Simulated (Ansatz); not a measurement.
**Al₂Cu (I4/mcm, No. 140)**

Method: PBE0 in Ansatz (plane waves, PAW).

Settings: plane-wave cutoff 460 eV, 8×8×8 k mesh, Fermi–Dirac smearing 0.05 eV, no spin polarisation, scalar-relativistic PAW data made under PBE.

Cell (relaxed at this level):

```
Al2Cu
1.0
   -3.03394     3.03394     2.39807
    3.03394    -3.03394     2.39807
    3.03394     3.03394    -2.39807
Al Cu
4 2
Cartesian
  3.98943   0.95550   0.00000
 -0.95550   2.07844   2.39807
  2.07844   0.95550   2.39807
  0.95550   2.07844   0.00000
  0.00000   0.00000   1.19904
  0.00000   0.00000   3.59711
```

```json
{
 "lattice_parameter_a": "6.068 Å",
 "lattice_parameter_c": "4.796 Å"
}
```

Note: the run has no spin polarisation, so it can have missed a magnetic state.

The computed numbers hold no vibrational or temperature effects.

Ansatz is an electronic-structure program.
